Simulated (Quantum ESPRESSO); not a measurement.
## A series of runs on HfSiO₄ (I4_1/amd, 12 atoms in the cell)

```
CELL_PARAMETERS angstrom
     -3.19740     3.19740     2.91007
      3.19740    -3.19740     2.91007
      3.19740     3.19740    -2.91007
ATOMIC_POSITIONS crystal
  Hf 0.00000 0.00000 0.00000
  Hf 0.75000 0.25000 0.50000
  Si 0.25000 0.75000 0.50000
  Si 0.50000 0.50000 0.00000
  O  0.13409 0.31920 0.81489
  O  0.06920 0.75431 0.68511
  O  0.50431 0.31920 0.18511
  O  0.06920 0.38409 0.31489
  O  0.61591 0.93080 0.68511
  O  0.68080 0.86591 0.18511
  O  0.24569 0.93080 0.31489
  O  0.68080 0.49569 0.81489
```

Base run A: PBE, PseudoDojo standard norm-conserving (PBE) pseudopotentials in Quantum ESPRESSO 7.5, self-consistent single point.

Its settings: ecutwfc = 85 Ry; occupations = smearing; smearing = gauss; degauss = 0.0036749 Ry; potentials = {Hf: Hf.upf, Si: Si.upf, O: O.upf}; K_POINTS = automatic 4 4 4 0 0 0; conv_thr = 1e-10 Ry; mixing_beta = 0.3.

The starting cell comes from a database of computed structures (which also holds hypothetical and non-ambient phases and stackings), without a prior relaxation at this level. Its lattice was rescaled by a random factor within 2.5 % of one. Spin-orbit coupling is off. In the base run, with a pressure of about 29 GPa the cell is away from its equilibrium volume at this level.

| run | change | pressure (GPa) | largest force (eV/Å) | gap on the mesh (eV) |
|---|---|---|---|---|
| A | base | 28.99 | 0.766 | 5.879 |
| B | input_dft: default → rpbe [RPBE] | 32.63 | 0.628 | 5.991 |
| C | input_dft: default → revpbe [revPBE] | 31.64 | 0.664 | 5.962 |
| D | input_dft: default → blyp [BLYP] | 35.32 | 0.694 | 5.918 |
| E | input_dft: default → wc [Wu-Cohen GGA] | 23.70 | 0.961 | 5.763 |
| F | input_dft: default → pw91 [PW91] | 28.56 | 0.768 | 5.870 |
| G | input_dft: default → vdw-df2 [vdW-DF2] | 37.96 | 0.663 | 5.927 |
| H | input_dft: default → vdw-df-cx [vdW-DF-cx] | 24.22 | 0.968 | 5.828 |
| I | input_dft: default → rvv10 [rVV10] | 31.53 | 0.828 | 5.831 |

Run H against A: The pressure goes from 28.99 to 24.22 GPa, the largest force goes from 0.766 to 0.968 eV/Å and the gap on the mesh goes from 5.879 to 5.828 eV.

Run I against A: The pressure goes from 28.99 to 31.53 GPa, the largest force goes from 0.766 to 0.828 eV/Å and the gap on the mesh goes from 5.879 to 5.831 eV.

Run F against A: The pressure goes from 28.99 to 28.56 GPa, the largest force hardly changes (0.766 to 0.768 eV/Å) and the gap on the mesh hardly changes (5.879 to 5.870 eV).
